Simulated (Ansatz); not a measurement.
Consider Bi in the diamond structure (space group Fd-3m, No. 227; a hypothetical phase, not in the database extracts checked).

```
CELL_PARAMETERS angstrom
      0.00000     3.58232     3.58232
      3.58232     0.00000     3.58232
      3.58232     3.58232     0.00000
ATOMIC_POSITIONS crystal
  Bi 0.75000 0.75000 0.75000
  Bi 0.50000 0.50000 0.50000
```

Computed with plane-wave PAW DFT at the PBEsol level (Ansatz, a quantum-chemistry and plane-wave program, 420 eV), spin-orbit coupling left out.

Base values:

| Quantity | Value |
|---|---|
| Volume per atom | 45.97 Å³ |
| Band gap | zero |

It is then changed as follows: a hydrostatic pressure of 0.7 GPa.

Estimate the effect on the volume per atom.

The volume per atom drops by 0.945 Å³ to 45.03 Å³.

Predict the new band gap.

The band gap is still zero.

Load acts through the strain it causes; cell and atoms are relaxed under it. No phonon test of stability was made.
